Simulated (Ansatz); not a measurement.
Electronic density of states of amorphous Hf18O39La2, density 8.75 g/cm³, on a 2×2×2 Γ-centred mesh with a Gaussian width of 0.1 eV; energies count from the Fermi level, whose place inside the gap is arbitrary. Cell and mesh are small, so fine structure isn't converged. All values below come from PBE, scalar-relativistic without spin-orbit coupling (plane waves to 420 eV, PAW; Ansatz, an electronic-structure program). Sampling: a 2×2×2 Γ-centred mesh; Fermi-Dirac width 0.02 eV; no spin polarisation. At PBE the levels at the filled edge of the gap are localised (band-tail or defect states), and the nearest spread-out levels lie 4.2 eV apart at the zone centre.

The cell was made by melting and quenching with the CHGNet potential and then relaxed with DFT. O atoms were pushed apart under 1.9 Å during the dynamics, to hinder bonds among them. The hot cell started wider than the set density and was brought back towards it in steps. It is the lowest in DFT energy of 2 quenches. It is a model cell: composition and starting density were chosen by hand, and all elements were melted together. No dispersion term was used. Its density started from a set value of 8.75 and ended at 8.75 g/cm³. Cooling (nominally 300 K/ps over its main leg) ran many orders faster than in experiment, which tends to leave more defects and strain. Values belong to this one cell and scatter from quench to quench. The volume was held where the preparation left it and the shape relaxed, at a PBE pressure of 0.1 GPa. On a 2×2×2 Γ-centred mesh force components of up to 0.13 eV/Å stay, since the relaxation ran on the zone centre alone.

```csv
E - EF (eV),states/(eV atom)
-12.00,0.59
-11.90,0.03
-11.80,0.00
-11.70,0.00
-11.60,0.00
-11.50,0.00
-11.40,0.00
-11.30,0.00
-11.20,0.00
-11.10,0.00
-11.00,0.00
-10.90,0.00
-10.80,0.00
-10.70,0.00
-10.60,0.00
-10.50,0.00
-10.40,0.00
-10.30,0.00
-10.20,0.00
-10.10,0.00
-10.00,0.00
-9.90,0.00
-9.80,0.00
-9.70,0.00
-9.60,0.00
-9.50,0.00
-9.40,0.00
-9.30,0.00
-9.20,0.00
-9.10,0.00
-9.00,0.00
-8.90,0.00
-8.80,0.00
-8.70,0.00
-8.60,0.00
-8.50,0.00
-8.40,0.00
-8.30,0.00
-8.20,0.00
-8.10,0.00
-8.00,0.00
-7.90,0.00
-7.80,0.00
-7.70,0.00
-7.60,0.00
-7.50,0.00
-7.40,0.00
-7.30,0.02
-7.20,0.13
-7.10,0.28
-7.00,0.30
-6.90,0.30
-6.80,0.42
-6.70,0.53
-6.60,0.60
-6.50,0.58
-6.40,0.61
-6.30,0.70
-6.20,0.73
-6.10,0.76
-6.00,0.80
-5.90,0.86
-5.80,0.92
-5.70,0.87
-5.60,0.78
-5.50,0.82
-5.40,0.86
-5.30,0.84
-5.20,0.83
-5.10,0.81
-5.00,0.81
-4.90,0.82
-4.80,0.85
-4.70,0.86
-4.60,0.83
-4.50,0.80
-4.40,0.83
-4.30,0.87
-4.20,0.95
-4.10,0.94
-4.00,0.87
-3.90,0.90
-3.80,0.92
-3.70,0.95
-3.60,0.98
-3.50,1.00
-3.40,0.97
-3.30,0.97
-3.20,1.01
-3.10,1.04
-3.00,0.96
-2.90,0.98
-2.80,1.00
-2.70,0.92
-2.60,0.82
-2.50,0.75
-2.40,0.63
-2.30,0.45
-2.20,0.22
-2.10,0.08
-2.00,0.12
-1.90,0.16
-1.80,0.05
-1.70,0.00
-1.60,0.00
-1.50,0.00
-1.40,0.00
-1.30,0.00
-1.20,0.00
-1.10,0.00
-1.00,0.00
-0.90,0.00
-0.80,0.00
-0.70,0.00
-0.60,0.00
-0.50,0.00
-0.40,0.00
-0.30,0.00
-0.20,0.00
-0.10,0.00
0.00,0.00
0.10,0.00
0.20,0.00
0.30,0.00
0.40,0.00
0.50,0.00
0.60,0.00
0.70,0.00
0.80,0.00
0.90,0.00
1.00,0.00
1.10,0.00
1.20,0.00
1.30,0.00
1.40,0.00
1.50,0.00
1.60,0.00
1.70,0.00
1.80,0.03
1.90,0.13
2.00,0.23
2.10,0.46
2.20,0.88
2.30,1.10
2.40,1.01
2.50,0.96
2.60,1.05
2.70,0.96
2.80,0.84
2.90,0.76
3.00,0.75
3.10,0.79
3.20,0.76
3.30,0.76
3.40,0.78
3.50,0.79
3.60,0.80
3.70,0.83
3.80,0.84
3.90,0.85
4.00,0.81
```

The level gap on this mesh is 3.80 eV; the broadening fills part of it in the curve.
